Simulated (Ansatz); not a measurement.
# Pressure series in NbAs

Base system: NbAs (space group I4_1md, No. 109; a = 3.474 Å, c = 11.749 Å).

Cell and atoms are relaxed at each pressure.

Computed with DFT with PBE, PAW potentials and a 420 eV plane-wave cutoff in Ansatz (a program for electronic structure), no spin-orbit coupling.

| change | shortest interatomic distance | c/a ratio |
|---|---|---|
| base | 2.631 Å | 3.382 |
| pressure −2 GPa | 2.642 Å | 3.391 |
| pressure −1 GPa | 2.636 Å | 3.386 |
| pressure 1.8 GPa | 2.622 Å | 3.375 |
| pressure 4.2 GPa | ? | ? |
| pressure 9 GPa | 2.588 Å | 3.349 |
| pressure 18 GPa | 2.554 Å | 3.318 |
| pressure 30 GPa | 2.517 Å | 3.283 |
| pressure 45 GPa | 2.480 Å | 3.243 |
| pressure 60 GPa | 2.450 Å | 3.208 |

### Question
What belongs in the blanks?

### Answer

- pressure 4.2 GPa, shortest interatomic distance: 2.610 Å
- pressure 4.2 GPa, c/a ratio: 3.365

Load acts through the strain it causes; cell and atoms are relaxed under it. No phonon test of stability was made. Competing high-pressure phases were not computed. All final runs are without spin polarisation.
